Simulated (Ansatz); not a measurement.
NbON (C2/m, No. 12, 12 atoms in the cell; start mp-754752; a measured phase of this formula has another space group) was calculated with LDA (PAW; Ansatz, a quantum-chemistry and plane-wave program).

Settings: plane-wave cutoff 520 eV, 10×10×6 k mesh (along the axes of the cell as run), Fermi–Dirac smearing 0.01 eV, no spin polarisation, scalar-relativistic PAW data made under PBE.

Cell (relaxed with PBEsol):

```
CELL_PARAMETERS angstrom
      6.51459    -1.92470    -0.01573
      6.51459     1.92470    -0.01573
     -2.04420     0.00000     6.41098
ATOMIC_POSITIONS crystal
  Nb 0.10406 0.10406 0.21215
  Nb 0.89594 0.89594 0.78785
  Nb 0.18744 0.18744 0.80914
  Nb 0.81256 0.81256 0.19086
  N  0.05325 0.05325 0.86142
  N  0.94675 0.94675 0.13858
  N  0.25865 0.25865 0.14637
  N  0.74135 0.74135 0.85363
  O  0.63377 0.63377 0.20820
  O  0.36623 0.36623 0.79180
  O  0.14191 0.14191 0.50770
  O  0.85809 0.85809 0.49230
```

**Question.** Predict the band gap, smallest direct gap on the k points sampled and Γ–Γ gap.

**Answer.** 
* **band gap**: 1.70 eV
* **smallest direct gap on the k points sampled**: 1.82 eV
* **Γ–Γ gap**: 2.16 eV

Note: cell and atoms aren't relaxed at this level (pressure -4.2 GPa).

Spin–orbit coupling is not included.

It cost around 2.4 core-minutes (rough) of CPU time.

A start named mp-… is a Materials Project structure, which need not be a measured phase.
